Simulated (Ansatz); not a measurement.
Terminations of the (100) surface of fcc Ni, ferromagnetic, measured from the surface 'clean 1x1'. Atoms come from or go to: Al: fcc Al, Au: fcc Au, Cu: fcc Cu, Ge: germanium, Ni: fcc Ni, ferromagnetic, Pt: fcc Pt, Ru: hcp Ru. ΔE is the energy of forming the row's surface from that one (negative: more stable at these reservoirs); the vacuum level's shift is aligned on the shared bottom. No zero-point or thermal terms. These are constructed structures in small cells; real faces may alloy, dewet or reconstruct in larger ones, and not all known structures of the face are among them. Slabs of about 9 Å with all that they carry, Fermi-Dirac smearing of 0.1 eV. Bottom of the slabs: a bare face, its two planes held. Relaxed from the named starts with such symmetry as they have, on meshes of like density; energies extrapolated to zero smearing; no spin-orbit coupling, no U. Spin-polarised runs, if any, are marked in brackets, and their order is one that fits the cell; the others ran without spin. Where a second, spin-polarised start was run, the lower counts. A dash marks a value that is undefined for that row (no clear gap, or no work function of a gapped slab) or was not read reliably on its mesh.

The numbers are results of PBE (plane waves to 420 eV, PAW; Ansatz, a quantum-chemistry and plane-wave program), not measurements.

```json
[
 {"surface": "a layer of Cu in place of the second plane [spin, 3.1 μB a cell]", "atoms added per 1x1": "+1 Cu, -1 Ni", "ΔE per 1x1 (eV)": "[?]", "shift of the vacuum level (eV)": "0.04", "work function (eV)": "4.94"},
 {"surface": "a pseudomorphic layer of Au in the host's stacking [spin, 3.9 μB a cell]", "atoms added per 1x1": "+1 Au", "ΔE per 1x1 (eV)": "0.10", "shift of the vacuum level (eV)": "0.23", "work function (eV)": "5.14"},
 {"surface": "one row in 2 of the top plane missing [spin, 7.5 μB a cell]", "atoms added per 1x1": "-0.5 Ni", "ΔE per 1x1 (eV)": "0.17", "shift of the vacuum level (eV)": "-0.48", "work function (eV)": "4.44"},
 {"surface": "a pseudomorphic layer of Pt in the host's stacking [spin, 4.1 μB a cell]", "atoms added per 1x1": "+1 Pt", "ΔE per 1x1 (eV)": "-0.02", "shift of the vacuum level (eV)": "0.63", "work function (eV)": "5.54"},
 {"surface": "a layer of Ru in place of the second plane [spin, 2.7 μB a cell]", "atoms added per 1x1": "-1 Ni, +1 Ru", "ΔE per 1x1 (eV)": "0.47", "shift of the vacuum level (eV)": "-0.08", "work function (eV)": "4.84"},
 {"surface": "a pseudomorphic layer of Al in the host's stacking [spin, 3.3 μB a cell]", "atoms added per 1x1": "+1 Al", "ΔE per 1x1 (eV)": "[?]", "shift of the vacuum level (eV)": "-0.34", "work function (eV)": "4.56"},
 {"surface": "a pseudomorphic layer of Ge in the host's stacking [spin, 3.4 μB a cell]", "atoms added per 1x1": "+1 Ge", "ΔE per 1x1 (eV)": "[?]", "shift of the vacuum level (eV)": "-0.42", "work function (eV)": "4.48"},
 {"surface": "clean 1x1 [spin, 4.0 μB a cell]", "atoms added per 1x1": "none", "ΔE per 1x1 (eV)": "0.00", "shift of the vacuum level (eV)": "0.00", "work function (eV)": "4.91"}
]
```

### Question
Complete the blanks.

### Answer

- a layer of Cu in place of the second plane [spin, 3.1 μB a cell], ΔE per 1x1 (eV): 0.16
- a pseudomorphic layer of Al in the host's stacking [spin, 3.3 μB a cell], ΔE per 1x1 (eV): -0.66
- a pseudomorphic layer of Ge in the host's stacking [spin, 3.4 μB a cell], ΔE per 1x1 (eV): -0.48
